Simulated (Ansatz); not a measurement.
Worked example: self-consistent single point of LaH3 (P1, 4 atoms in the cell) in Ansatz (a quantum-chemistry and plane-wave program).

Method: PBEsol, PAW files made with PBE (plane waves; Ansatz).

The change in words: atoms moved at random. Reference geometry:
```
LaH3
1.0
   -1.89546     1.89546     3.08581
    1.89546    -1.89546     3.08581
    1.89546     1.89546    -3.08581
La H
1 3
Direct
  0.00000   0.00000   0.00000
  0.75000   0.25000   0.50000
  0.25000   0.75000   0.50000
  0.50000   0.50000   0.00000
```

Reference input (self-consistent single point, DFT, PBEsol, plane waves, PAW files made with PBE): basis.ecutwfc = 420 eV; kpoints.mp_grid.grid = 6 6 6; hamiltonian.xc = pbesol; hamiltonian.pseudopotentials = {kind: paw} (the program's default PAW files); scf.occupations.method = fermi_dirac; scf.occupations.width = 0.05 eV. This run's input differs from it in these lines:

Ansatz 0.2 input:
```diff
@@ -7,6 +7,6 @@
   atoms:
-    - { symbol: La, position: [0.00000000, 0.00000000, 0.00000000] }
-    - { symbol: H, position: [0.75000000, 0.25000000, 0.50000000] }
-    - { symbol: H, position: [0.25000000, 0.75000000, 0.50000000] }
-    - { symbol: H, position: [0.50000000, 0.50000000, 0.00000000] }
+    - { symbol: La, position: [-0.01310400, 0.00965300, -0.00025600] }
+    - { symbol: H, position: [0.76935300, 0.25266500, 0.51842300] }
+    - { symbol: H, position: [0.23345300, 0.73745100, 0.48007500] }
+    - { symbol: H, position: [0.51029800, 0.50023100, 0.00175700] }
 basis:
```

Output, abridged:

```
SCF iter   1: F=—  HF=-6211.389329 eV  |F-HF|=—  |Δ(HF+E_count)|=         —  Δρ=6.01e-2  dr2=1.73e0  ethr=3.10e-3  ⟨swp⟩=4.0  Hψ=6013  notcnv=0
all-band conjugate gradients solve this SCF's bands
preconditioner: auto → none
SCF iter   2: F=—  HF=-6210.819273 eV  |F-HF|=—  |Δ(HF+E_count)|=   5.70e-1  Δρ=1.22e-2  dr2=6.00e-2  ethr=3.10e-3  ⟨swp⟩=3.5  Hψ=3996  notcnv=0
SCF iter   3: F=—  HF=-6210.803470 eV  |F-HF|=—  |Δ(HF+E_count)|=   1.58e-2  Δρ=4.84e-3  dr2=8.00e-3  ethr=4.29e-4  ⟨swp⟩=4.5  Hψ=2889  notcnv=0
SCF iter   4: F=—  HF=-6210.802985 eV  |F-HF|=—  |Δ(HF+E_count)|=   4.85e-4  Δρ=9.96e-4  dr2=2.00e-4  ethr=5.72e-5  ⟨swp⟩=2.4  Hψ=2093  notcnv=0  defer=2
SCF iter   5: F=—  HF=-6210.803070 eV  |F-HF|=—  |Δ(HF+E_count)|=   8.42e-5  Δρ=1.93e-4  dr2=8.95e-6  ethr=1.43e-6  ⟨swp⟩=2.5  Hψ=1855  notcnv=0
SCF iter   6: F=—  HF=-6210.803072 eV  |F-HF|=—  |Δ(HF+E_count)|=   2.79e-6  Δρ=1.79e-5  dr2=4.60e-8  ethr=7.14e-10  ⟨swp⟩=6.4  Hψ=8359  notcnv=0
SCF iter   7: F=-6210.803072 eV  HF=-6210.803072 eV  |F-HF|=2.63e-9  |Δ(HF+E_count)|=   3.50e-8  Δρ=2.48e-6  dr2=3.62e-9  ethr=3.29e-10  ⟨swp⟩=2.7  Hψ=4359  notcnv=0
SCF 1 converged in 7 iterations: F = -6210.803072 eV  dr2 = 3.62e-9
Free energy (F): -6210.803072 eV
Internal energy: -6210.802879 eV  (E = F + TS)
E sigma→0 (E₀):  -6210.802976 eV
Entropy (-TS):   -0.000194 eV (-0.048 meV/atom)
Fermi energy:    9.570522 eV
--- Forces (eV/Å), atoms counted from 1 ---
  atom   1  La    -0.19456616     0.16765139    -0.06027856
  atom   2  H      0.05742488    -0.23552069    -0.01239681
  atom   3  H      0.15541270     0.06571528     0.09776764
  atom   4  H     -0.01826405     0.00215079    -0.02508636
--- Stress (GPa, compression-positive) ---
       -3.977454      -0.171249       0.125545
       -0.171248      -4.218277      -0.347994
        0.125545      -0.347994      -5.213817
  P = ⅓ Tr σ = -4.4698 GPa (-44.698 kbar)
  The stress holds the Pulay correction. Without it, at fixed plane waves, as pw.x and ABINIT print it: P = -4.5572 GPa
```

The run converged in 7 iterations. Against the reference run the free energy rises by 5.2 meV/atom, the pressure goes from -4.71 to -4.47 GPa, the largest force goes from 0.000 to 0.264 eV/Å and the gap on the mesh goes from 0.320 to 0.373 eV.

The starting cell comes from a database of computed structures (which also holds hypothetical and non-ambient phases and stackings), without a prior relaxation at this level. Its lattice was rescaled by a random factor within 2.5 % of one. For this run, on top of that: atoms moved at random. With a pressure of about -4 GPa the cell is away from its equilibrium volume at this level. Ansatz's pressure includes its estimate of the finite-basis (Pulay) stress.
